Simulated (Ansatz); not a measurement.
Bond-angle distributions (per cent of the angles at each element, bins of 10°) of a relaxed model of amorphous Ge-Sb-Te (Ge₃₀Sb₁₅Te₃₃) at 6.15 g/cm³. Computed with PBE-D3(BJ), scalar-relativistic without spin-orbit coupling, PAW (Ansatz default set, large-core Te) (plane waves to 420 eV; Ansatz, a quantum-chemistry and plane-wave program).

The cell was made by melting and quenching with the CHGNet potential and then relaxed with DFT. The hot cell started wider than the set density and was brought back towards it in steps. It is the lowest in DFT energy of 8 quenches. It is a model cell: composition and starting density were chosen by hand, and all elements were melted together. The geometry includes D3(BJ) dispersion. Its density started from a set value of 6.05 and ended at 6.15 g/cm³. The quench (nominally 40 K/ps over its main leg) was far faster than any real one, so the model tends to hold more defects than a real film. Values belong to this one cell and scatter from quench to quench. Volume and shape were free in the relaxation. On the zone centre alone force components of up to 0.34 eV/Å stay, since the relaxation ran on one k-point at (1/4, 1/4, 1/4).

Bonds are counted up to Ge-Ge 2.85 Å, Ge-Sb 3.12 Å, Ge-Te 3.18 Å, Sb-Sb 3.34 Å, Sb-Te 3.36 Å, Te-Te 3.31 Å.

| angle (°) | at Ge | at Sb | at Te |
|---|---|---|---|
| 50-60 | 0 | 1 | 0 |
| 60-70 | 1 | 2 | 1 |
| 70-80 | 5 | 12 | 7 |
| 80-90 | 26 | 29 | 33 |
| 90-100 | 24 | 20 | 20 |
| 100-110 | 20 | 11 | 11 |
| 110-120 | 8 | 3 | 9 |
| 120-130 | 3 | 2 | 3 |
| 130-140 | 2 | 2 | 3 |
| 140-150 | 3 | 2 | 6 |
| 150-160 | 3 | 5 | 3 |
| 160-170 | 3 | 6 | 2 |
| 170-180 | 3 | 5 | 2 |

They go with these counts of neighbours within the cut-offs, cation contacts included: Ge mean 3.9, most often 4; Sb mean 4.7, most often 4; Te mean 3.6, most often 3.
